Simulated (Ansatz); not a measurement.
Amorphous Al$_{20}$O$_{24}$F$_{12}$

It comes from a melt-quench run on a machine-learned potential (CHGNet), relaxed afterwards by DFT. O and F atoms were pushed apart under 1.9 Å during the dynamics, to hinder bonds among them. The hot cell started wider than the set density and was brought back towards it in steps. It is the lowest in DFT energy of 2 quenches. It is a model cell: composition and starting density were chosen by hand, and all elements were melted together. No dispersion term was used.

Methods: PBE, scalar-relativistic without spin-orbit coupling (Ansatz, a first-principles code); r2SCAN, scalar-relativistic without spin-orbit coupling (Ansatz); HSE06, scalar-relativistic without spin-orbit coupling (Ansatz). Geometry, pressure, stress and energy are those of the PBE run. Its sampling: a 2×2×2 Γ-centred mesh; Fermi-Dirac width 0.02 eV; no spin polarisation. Other functionals are single points at the zone centre (r2SCAN at 500 eV; exact exchange cut at the cell's faces), free to take moments where seeds were set. At PBE the levels at the filled edge of the gap are localised (band-tail or defect states), and the nearest spread-out levels lie 4.6 eV apart at the zone centre.

| Property | Result |
|---|---|
| Number of atoms in the cell | 56 |
| Density (volume relaxed, without dispersion) | 3.07 g/cm³ |
| Volume per atom | 11.11 Å³ |
| Pressure on a 2×2×2 Γ-centred mesh | -0.04 GPa |
| Largest force and stress component on that mesh (the relaxation ran on one k-point at (1/4, 1/4, 1/4)) | 0.01 eV/Å and 2.1 GPa |
| Level gap on a 2×2×2 Γ-centred mesh (PBE) | 3.88 eV |
| Level gap at the zone centre (PBE) | 3.87 eV |
| Level gap at the zone centre (r2SCAN) | 4.56 eV |
| Level gap at the zone centre (HSE06) | 5.67 eV |

Bonds are counted up to Al-Al 2.66 Å, Al-O 2.20 Å, Al-F 2.22 Å, O-O 1.58 Å, O-F 1.48 Å, F-F 1.37 Å. Two cations that share two anions don't count as bonded, nor two that share one unless they lie closer than Al-Al 2.59 Å.

```json
{
  "Mean coordination of Al by anions": "4.75 (7 with 4, 11 with 5, 2 with 6)",
  "Mean coordination of O": "3.00 (24 with 3)",
  "Mean coordination of F": "1.92 (2 with 1, 9 with 2, 1 with 3)",
  "Mean Al-O bond": "1.838 Å (spread 0.067 Å, 72 counted)",
  "Mean Al-F bond": "1.863 Å (spread 0.094 Å, 23 counted)"
}
```

Its density started from a set value of 2.99 g/cm³. Cooling (nominally 280 K/ps over its main leg) ran many orders faster than in experiment, which tends to leave more defects and strain. One small periodic cell is one sample of the glass; other quenches scatter about these values. The volume was free in the relaxation, at fixed shape. Stress components on the final sampling reach 2.1 GPa.
